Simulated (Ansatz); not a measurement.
An Ansatz (a quantum-chemistry and plane-wave program) input (Ansatz PBEsol, without spin-orbit coupling):

Ansatz 0.2 input:
```yaml
crystal:
  lattice:
    - [4.2318069931, 0, 0]
    - [0, 4.2318069931, 0]
    - [0, 0, 32.954036529]
  atoms:
    - { symbol: Ag, position: [0.25, -0.25, 0.2275897216] }
    - { symbol: I, position: [0.75, 0.25, 0.2275897216] }
    - { symbol: Ag, position: [0.75, -0.75, 0.3183931477] }
    - { symbol: I, position: [1.25, -0.25, 0.3183931477] }
    - { symbol: Ag, position: [1.25, -1.25, 0.4091965739] }
    - { symbol: I, position: [1.75, -0.75, 0.4091965739] }
    - { symbol: Ag, position: [1.75, -1.75, 0.5] }
    - { symbol: I, position: [2.25, -1.25, 0.5] }
    - { symbol: Ag, position: [2.25, -2.25, 0.5908034261] }
    - { symbol: I, position: [2.75, -1.75, 0.5908034261] }
    - { symbol: Ag, position: [2.75, -2.75, 0.6816068523] }
    - { symbol: I, position: [3.25, -2.25, 0.6816068523] }
    - { symbol: Ag, position: [3.25, -3.25, 0.7724102784] }
    - { symbol: I, position: [3.75, -2.75, 0.7724102784] }
basis: { ecutwfc: 420, ecutrho_ratio: 4, xc_grid: 2, fft_grid_basis: typed }
kpoints: { mp_grid: { grid: [8, 8, 1] } }
hamiltonian:
  xc: pbesol
  dispersion: none
  pseudopotentials: { kind: paw }
scf: { occupations: { method: fermi_dirac, width: 0.05 }, convergence: { dr2_threshold: 0.0000000014 } }
relax: { f_tol: 0.01, max_steps: 50 }
output: { forces: true, stress: true }
checkpoint: { write: state.ck, write_every: 1000 }
```

Task: Which symmetry and how many k-points will the program report, and about how many plane waves at Γ?

Result: Space group P4/mmm (ITA 123) with 16 operations, k-points 15 of 64, and 11391 plane waves at Γ.

Whether these cells are dynamically stable was not tested. The cell was made from AgI in the rock salt structure (space group Fm-3m, No. 225; a cell from a computed database, its experimental status unchecked) by this change: a free-standing slab of 7 layers (14 atoms, 2 a layer) is cut normal to the z axis, with 15 Å of vacuum and the in-plane cell held at bulk. This is not the structure that AgI has at room temperature and ambient pressure.
